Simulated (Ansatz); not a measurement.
The starting structures come from a database of crystals and need not be the phases stable at ambient conditions.

Inside the gap of an insulator the Bloch states are evanescent, with a wavenumber k + iκ along the transport direction.

Input:

```
CELL_PARAMETERS angstrom
      5.58496     0.00000     0.00000
      0.00000     7.13920     0.00000
      2.79248    -2.22648     4.35511
ATOMIC_POSITIONS crystal
  Ca 0.19491 0.40916 0.61018
  Ca 0.80509 0.59084 0.38982
  Ca 0.00000 0.00000 0.00000
  V  0.40595 0.78580 0.18810
  V  0.59405 0.21420 0.81190
  O  0.77532 0.69473 0.96268
  O  0.22468 0.30527 0.03732
  O  0.73800 0.30527 0.03732
  O  0.26200 0.69473 0.96268
  O  0.32178 0.05531 0.35644
  O  0.67822 0.94469 0.64356
  O  0.73617 0.29863 0.52766
  O  0.26383 0.70137 0.47234
```

Space group of this cell: C2/m. The cell is taken as given; by r2SCAN its mean pressure is -7.3 GPa.

Transport runs along the normal of the first two printed cell vectors.

The gap is the functional's own. No spin-orbit coupling. Mid-gap values are interpolated on the energy grid.

Task: Give the band gap and the smallest decay constant κ at mid-gap that r2SCAN (Ansatz, an electronic-structure program) yields.

Result: Gap 3.60 eV on a 8×6×8 mesh; κ = 0.495 1/Å, at the zone centre.
